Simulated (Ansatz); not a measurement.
**Hypothetical P-3m1 Be3As2: response to strain**

The reference is Be$_{3}$As$_{2}$ (space group P-3m1, No. 164; a = 3.630 Å, c = 6.010 Å; a hypothetical phase, not in the database extracts checked). Axes: x lies along a and z along c of the hexagonal cell.

Strains are applied to the cell and any free atomic positions relax; under biaxial strain the out-of-plane vector relaxes too.

The values are results of Ansatz (a program for electronic structure), PBE, PAW, cutoff 420 eV, without spin-orbit coupling, not measurements.

Notes on the quantities. pressure: mean of the normal stresses, compression positive.

```csv
variant,volume per atom,pressure
base,13.72 Å³,0.0 GPa
"biaxial strain −1.44 %, plane normal [001], relaxed out of plane",13.37 Å³,2.2 GPa
"biaxial strain +0.97 %, plane normal [001], relaxed out of plane",13.96 Å³,-1.3 GPa
"biaxial strain +3.37 %, plane normal [001], relaxed out of plane",?,?
uniaxial strain ε_zz = −3.23 %,13.28 Å³,3.4 GPa
```

Q: Complete the table.

A: 
- biaxial strain +3.37 %, plane normal [001], relaxed out of plane, volume per atom: 14.53 Å³
- biaxial strain +3.37 %, plane normal [001], relaxed out of plane, pressure: -4.2 GPa

Without a gap, meshes like the base's 15×15×8 leave anisotropic stresses uncertain by several tenths of a GPa, and small strain energies with them. Stability against distortions was not tested. All final runs are without spin polarisation.
